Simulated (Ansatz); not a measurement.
Start from Mg₂Ge in the anti-fluorite structure (space group Fm-3m, No. 225; a = 6.3644 Å). Axes: x, y, z lie along the cube axes.

Calculations: plane-wave PAW DFT at the PBEsol level (Ansatz, a first-principles code, 420 eV), no spin-orbit coupling.

Before the change:

```
Property   Result
--------  -------
Band gap  0.08 eV
```

It is then changed as follows: tensor shear ε_xy = +1.71 % (engineering shear γ = 0.0342); the atoms relax in the strained cell.

Estimate the effect on the band gap and largest internal atomic displacement.

The band gap becomes zero (base: 0.08 eV); the largest internal atomic displacement amounts to 0.010 Å.

Stability against distortions was not tested. The final runs are not spin-polarised. A zero or small gap of Mg2Ge can be the functional's error rather than a property of the material.
